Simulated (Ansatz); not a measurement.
**CsCl-type TiRu**

The numbers are results of PBEsol (Ansatz, a first-principles code, plane waves, PAW), not measurements.

Run with plane-wave cutoff 520 eV, 18×18×18 k mesh, Fermi–Dirac smearing 0.05 eV, no spin polarisation, scalar-relativistic PAW data made under PBE.

Cell (relaxed at this level):

```
CELL_PARAMETERS angstrom
      3.04562     0.00000     0.00000
      0.00000     3.04562     0.00000
      0.00000     0.00000     3.04562
ATOMIC_POSITIONS crystal
  Ti 0.00000 0.00000 0.00000
  Ru 0.50000 0.50000 0.50000
```

```yaml
band_gap: zero (no gap)
bulk modulus B0: 235 GPa
```

Note: the bulk modulus is −V dP/dV from two relaxed cells at ±2 % in volume.

Spin–orbit coupling is not included.

The computed numbers hold no vibrational or temperature effects.

It cost roughly 80 core-seconds of CPU time.
